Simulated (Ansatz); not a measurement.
Amorphous In₉Ga₉Zn₉O₃₈Si, 66 atoms at 5.71 g/cm³, one PBE-relaxed geometry, zone centre. Methods: PBE, scalar-relativistic without spin-orbit coupling (Ansatz, a quantum-chemistry and plane-wave program); r2SCAN, scalar-relativistic without spin-orbit coupling (Ansatz); HSE06, scalar-relativistic without spin-orbit coupling (Ansatz). Plane waves to 420 eV (r2SCAN 500 eV); exact exchange is cut at the cell's faces. At PBE the levels at the filled edge of the gap are localised (band-tail or defect states). All rungs ran without spin polarisation.

A CHGNet melt-quench gave the starting glass, which DFT then relaxed. O atoms were pushed apart under 1.9 Å during the dynamics, to hinder bonds among them. The hot cell started wider than the set density and was brought back towards it in steps. It is the lowest in DFT energy of 2 quenches. It is a model cell: composition and starting density were chosen by hand, and all elements were melted together. No dispersion term was used. Its density started from a set value of 5.71 and ended at 5.71 g/cm³. Cooling (nominally 210 K/ps over its main leg) ran many orders faster than in experiment, which tends to leave more defects and strain. A cell of this size samples the disorder only roughly. The volume was held where the preparation left it and the shape relaxed, at a PBE pressure of 1.7 GPa. Stress components on the final sampling reach 1.8 GPa.

The relaxation ran on the zone centre alone. At PBE the level gap is 0.59 eV on a 2×2×2 Γ-centred mesh, and the spacing at the zone centre alone 0.59 eV.

What zone-centre spacing does r2SCAN give, roughly?

1.02 eV (+0.42 eV against PBE).

What zone-centre spacing does HSE06 give, roughly?

2.16 eV (+1.57 eV against PBE).

The highest filled and the lowest empty state spread over these numbers of atoms (participation numbers): PBE: 10.6 and 57.6; r2SCAN: 9.9 and 56.1; HSE06: 9.1 and 55.4.
